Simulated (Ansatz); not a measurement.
## Several settings converged on Ta3W (I4mm, 4 atoms in the cell)

```
CELL_PARAMETERS angstrom
      0.00000     3.25084     3.25084
      3.25084     0.00000     3.25084
      3.25084     3.25084     0.00000
ATOMIC_POSITIONS crystal
  Ta 0.25000 0.25000 0.25000
  Ta 0.75000 0.75000 0.75000
  Ta 0.50769 0.50769 0.49231
  W  0.00000 0.00000 0.00000
```

Base method: LDA (PW92), PAW files made with PBE (plane waves; Ansatz, a program for electronic structure).

Base settings: basis.ecutwfc = 420 eV; kpoints.mp_grid.grid = 7 7 7; hamiltonian.xc = lda; hamiltonian.pseudopotentials = {kind: paw} (the program's default PAW files); scf.occupations.method = gaussian; scf.occupations.width = 0.1 eV.

The count of work is k-points × plane waves × bands × iterations; it is no time. 

**The cutoff for other potential files**

Level: DFT, LDA (PW92), plane waves, harder PAW files (source: ansatz) made with PBE.

In this ladder: hamiltonian.pseudopotentials = {kind: paw, source: ansatz}.

The second cell is the first with its lattice scaled by 0.98.

The mesh stays at the base's, so the ladder's end is converged at best in this setting alone.

The first pressure column holds Ansatz's estimate of the finite-basis (Pulay) stress, which hides part of the cutoff error; the other is without it.

Only quantities that move along the ladder and can be compared are tabulated.

| basis.ecutwfc | free energy less the last step's (meV/atom) | energy of the compressed cell less the first (meV/atom) | pressure (GPa) | pressure without the Pulay estimate (GPa) | largest difference of a force vector from the last step's (eV/Å) | count of work / last |
|---|---|---|---|---|---|---|
| 340 eV | 31033.82 | -38.63 | -29.88 | -1788.36 | 1.240 | 0.092 |
| 420 eV | 3837.63 | 8.89 | -7.90 | -263.89 | 0.066 | 0.16 |
| 530 eV | 210.10 | -0.88 | -6.94 | -26.63 | 0.001 | 0.21 |
| 645 eV | 5.00 | 0.11 | -6.96 | -7.66 | 0.000 | 0.28 |
| 760 eV | 0.94 | 0.03 | -6.96 | -6.97 | 0.000 | 0.35 |
| 910 eV | 0.64 | 0.03 | -6.96 | -6.97 | 0.000 | 0.46 |
| 1140 eV | 0.30 | 0.03 | -6.96 | -6.97 | 0.000 | 0.64 |
| 1520 eV | 0.00 | 0.03 | -6.96 | -6.97 | 0.000 | 1.0 |

Coarsest basis.ecutwfc that holds the energy of the compressed cell less the first within 2 meV/atom of the last step, with all finer ones: 530 eV, at 0.21 of the last step's count of work; the step before is off by 8.9 meV/atom.

Coarsest basis.ecutwfc that holds the pressure within 0.05 GPa of the last step, with all finer ones: 530 eV, at 0.21 of the last step's count of work; the step before is off by 0.94 GPa.

Coarsest basis.ecutwfc that holds the free energy within 2 meV/atom of the last step, with all finer ones: 760 eV, at 0.35 of the last step's count of work; the step before is off by 5.0 meV/atom.

The energy difference between the two cells stays within 1 meV/atom of the last step's from 530 eV on, the total only from 760 eV on: much of the error is common to both cells and cancels.

At the lowest cutoff the pressure without the Pulay estimate lies 1780 GPa under the last step's, the usual sign of Pulay stress in an incomplete plane-wave basis.

**The relaxed cell against the cutoff**

On Ta3W (Fm-3m, 4 atoms in the cell): atoms on their sites.

In this ladder: relax = cell and atoms.

The mesh stays at the base's, so the ladder's end is converged at best in this setting alone.

Only quantities that move along the ladder and can be compared are tabulated.

```tsv
basis.ecutwfc	relaxed volume (Å³/atom)	relaxation steps
210 eV	16.730	14
250 eV	16.681	13
295 eV	16.652	9
355 eV	16.661	7
420 eV	16.662	5
505 eV	16.662	5
630 eV	16.662	5
840 eV	16.662	5
```

Coarsest basis.ecutwfc that holds the relaxed volume within 0.017 Å³/atom of the last step, with all finer ones: 295 eV; the step before is off by 0.019 Å³/atom.

At the lowest cutoff the cell relaxes to a volume 0.4 % larger than at the highest. Ansatz relaxes on a stress corrected for the finite basis.

On the base run: the starting cell comes from a database of computed structures (which also holds hypothetical and non-ambient phases and stackings), without a prior relaxation at this level. Its lattice was rescaled by up to half a per cent. One atom was moved a little off its site on purpose. Spin polarisation is off.

Keys are those of Ansatz 0.2.
